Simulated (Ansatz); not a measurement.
# What uniaxial stress, 0.5 GPa compression along z does to ZnO

Base system: ZnO in the wurtzite structure (space group P6_3mc, No. 186; a = 3.235 Å, c = 5.211 Å). Axes: x lies along a and z along c of the hexagonal cell.

Modification: uniaxial stress, 0.5 GPa compression along z; all other stress components relax to zero.

Computed with r2SCAN in Ansatz (plane waves to 500 eV, PAW, scalar-relativistic without spin-orbit coupling). Settings: 12×12×7 k-points, 0.05 eV Fermi–Dirac smearing.

| quantity | base | changed | shift |
|---|---|---|---|
| volume per atom | 11.81 Å³ | 11.80 Å³ | -0.01 Å³ |
| space group | P6_3mc (No. 186) | P6_3mc (No. 186) | – |
| shortest interatomic distance | 1.970 Å | 1.970 Å | -0.0006 Å |
| energy relative to the base (free energy F) | 0 meV/atom | +0.1 meV/atom | +0.1 meV/atom |
| band gap | 1.24 eV | 1.24 eV | +0.007 eV |
| gap character | direct at Γ | direct at Γ | – |
| width of the top valence band | 1.83 eV | 1.82 eV | -0.01 eV |
| electron mass | 0.19 mₑ (at Γ) | 0.19 mₑ (at Γ) | – |
| valence-band top at Γ (three highest levels, from the VBM) | 0.00, 0.00, -0.10 eV | 0.00, 0.00, -0.10 eV | – |
| strain response (xx, yy, zz) | – | (+0.12, +0.12, −0.35) % | – |

Cost of the whole job for the changed cell (relaxation, final SCF and bands): very roughly 2.6 core-minutes.

Effective masses come from finite differences of ±0.01 Å⁻¹. Gaps are Kohn–Sham eigenvalue differences; semilocal functionals usually give less than the measured gap. Stability under load was not tested beyond the relaxation.

Ansatz is a quantum-chemistry and plane-wave program.
